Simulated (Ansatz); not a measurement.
The starting structures come from a database of crystals and need not be the phases stable at ambient conditions.

 Where the default PAW files enter, the runs use the earlier of Ansatz's two default sets.

By PBEsol, the system below comes out a metal.

A figure of merit of an interconnect metal is its ballistic conductance per area.

Input:

```xyz
2
Lattice="2.7514 0.0000 0.0000 0.0000 4.4623 0.0000 1.3757 0.0000 2.3828" Properties=species:S:1:pos:R:3 pbc="T T T"
Ir     2.7514     1.1156     1.5885
Ir     1.3757     3.3467     0.7943
```

Space group of this cell: P6_3/mmc, hcp (Mg type). The cell is taken as given; by PBEsol its mean pressure is -12.5 GPa.

The current flows along the normal of the first two printed cell vectors, the (100) plane of the conventional cell. No spin-orbit coupling; the value is a mean over 0.1 eV about the Fermi level.

Q: Predict the ballistic conductance per area from PBEsol (Ansatz, an electronic-structure program).

A: 1.5 × 10¹⁵ S/m² for both spins.
